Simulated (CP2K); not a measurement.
CP2K run on CaZrN₂ (R3m, 4 atoms in the cell): self-consistent single point.

Computed with LDA (Pade form), GPW, DZVP-MOLOPT-SR-GTH basis, GTH-PADE potentials (GTH_POTENTIALS) run with CP2K 2026.2.

```
CaZrN2
1.0
    5.89459     0.00000     0.00000
    4.97220     3.16598     0.00000
    4.97220     1.44862     2.81512
Ca Zr N
1 1 2
Cartesian
  0.04733   0.01379   0.00841
  7.91949   2.30730   1.40756
  3.77158   1.09883   0.67034
 12.06741   3.51577   2.14479
```

Reference input (self-consistent single point, DFT LDA (Pade form), GPW, DZVP-MOLOPT-SR-GTH basis, GTH-PADE potentials (GTH_POTENTIALS)): CUTOFF = 500 Ry; REL_CUTOFF = 50 Ry; SMEAR/METHOD = FERMI_DIRAC; ELECTRONIC_TEMPERATURE = 232.09 K; KPOINTS/SCHEME = MONKHORST-PACK 4 4 4; GAMMA_CENTERED = T; XC_FUNCTIONAL = PADE; Ca/BASIS_SET = DZVP-MOLOPT-SR-GTH-q10; Ca/POTENTIAL = GTH-PADE-q10; Zr/BASIS_SET = DZVP-MOLOPT-SR-GTH-q12; Zr/POTENTIAL = GTH-PADE-q12; N/BASIS_SET = DZVP-MOLOPT-SR-GTH-q5. This run's input differs from it in these lines:

```diff
@@ -40,4 +40,3 @@
     &KPOINTS
-      SCHEME MONKHORST-PACK 4 4 4
-      GAMMA_CENTERED T
+      SCHEME MONKHORST-PACK 6 6 6
     &END KPOINTS
```

The program printed (abridged):

```
 SCF WAVEFUNCTION OPTIMIZATION

  Step     Update method      Time    Convergence         Total energy    Change
     1 NoMix/Diag. 0.20E+00      -     1.81597153      -104.8537160695 -1.05E+02
     2 Broy./Diag. 0.20E+00      -     0.17510888      -102.4782942734  2.38E+00
     3 Broy./Diag. 0.20E+00      -     0.20881793      -103.6616902568 -1.18E+00
     4 Broy./Diag. 0.20E+00      -     0.04502220      -104.3342951066 -6.73E-01
     5 Broy./Diag. 0.20E+00      -     0.04127612      -103.9501311279  3.84E-01
     6 Broy./Diag. 0.20E+00      -     0.00611801      -104.0433072334 -9.32E-02
   [... 5 lines left out ...]
    12 Broy./Diag. 0.20E+00      -     0.00010722      -104.0733039146  7.63E-04
    13 Broy./Diag. 0.20E+00      -     0.00001424      -104.0730313058  2.73E-04
    14 Broy./Diag. 0.20E+00      -     0.00001041      -104.0730873830 -5.61E-05
    15 Broy./Diag. 0.20E+00      -     0.00000097      -104.0731050145 -1.76E-05
  *** SCF run converged in    15 steps ***

  Overlap energy of the core charge distribution:               0.00000000000116
  Self energy of the core charge distribution:               -207.53611878614927
  Core Hamiltonian energy:                                     50.19641288412787
  Hartree energy:                                              69.30293160632736
  Exchange-correlation energy:                                -16.03633071334605
  Electronic entropic energy:                                  -0.00000000549478
  Fermi energy:                                                 0.36106477918835

  Total energy:                                              -104.07310501453348
  Total energy (extrapolated to T->0):                       -104.07310501178610

   [... lines left out ...]

 STRESS| Analytical stress tensor [bar]
 STRESS|                        x                   y                   z
 STRESS|      x       -6.00683710910E+04  -1.49303613901E+03  -9.11290758194E+02
 STRESS|      y       -1.49303613901E+03  -5.53781913274E+04  -2.65216138890E+02
 STRESS|      z       -9.11290758194E+02  -2.65216138890E+02  -5.51034105451E+04
 STRESS| 1/3 Trace                                            -5.68499909878E+04
```

The run converged in 15 iterations. Against the reference run the free energy goes down by 14.8 meV/atom, the pressure goes from -5.47 to -5.68 GPa, the largest force goes from 0.690 to 0.651 eV/Å and the gap on the mesh goes from 0.277 to 0.479 eV.

The starting cell comes from a database of computed structures (which also holds hypothetical and non-ambient phases and stackings), without a prior relaxation at this level. Its lattice was rescaled by up to half a per cent. One atom was moved a little off its site on purpose. Values carry the incompleteness of an atom-centred basis. Another mesh or the band path of this cell gives a smaller gap, so this value is not converged in the mesh.

Cost on one core of a shared machine: roughly 3 min.
